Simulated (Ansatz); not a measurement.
# Effect of S → Ir on S

The parent structure is S (space group P3_221, No. 154; a = 7.565 Å, c = 4.365 Å; a cell from a computed database, its experimental status unchecked; made of chains).

Perturbation: full substitution S → Ir, then cell and atoms are relaxed.

Method: Ansatz (an electronic-structure program), PBEsol, PAW, cutoff 420 eV, no spin-orbit coupling. k-mesh 9×9×11 (Γ-centred); smearing 0.05 eV (Fermi–Dirac), for the changed cell.

- Volume per atom = 15.30 Å³ (base 24.04 Å³)
- Density = 20.86 g/cm³ (base 2.22 g/cm³)
- c/a ratio = 0.676 (base 0.577)
- Space group = P3_221 (No. 154) (base P3_221 (No. 154))
- Shortest interatomic distance = 2.469 Å (base 2.064 Å)
- Band gap = zero (base 1.85 eV)

Final structure:

```yaml
crystal:
  lattice:
    - [6.17457, 0.00000, 0.00000]
    - [-3.08729, 5.34734, 0.00000]
    - [0.00000, 0.00000, 4.17101]
  atoms:
    - { symbol: Ir, position: [0.21728, 0.21728, 0.50000] }
    - { symbol: Ir, position: [0.78272, 0.00000, 0.16667] }
    - { symbol: Ir, position: [0.00000, 0.78272, 0.83333] }
    - { symbol: Ir, position: [0.54014, 0.69217, 0.72272] }
    - { symbol: Ir, position: [0.30783, 0.84797, 0.38938] }
    - { symbol: Ir, position: [0.15203, 0.45986, 0.05605] }
    - { symbol: Ir, position: [0.69217, 0.54014, 0.27728] }
    - { symbol: Ir, position: [0.84797, 0.30783, 0.61062] }
    - { symbol: Ir, position: [0.45986, 0.15203, 0.94395] }
```

Stability against distortions was not tested. As relaxed here, Ir is a hypothetical phase, not in the database extracts checked. All final runs are without spin polarisation. No dispersion term is included in the PBEsol runs. This is not the structure that S has at room temperature and ambient pressure.
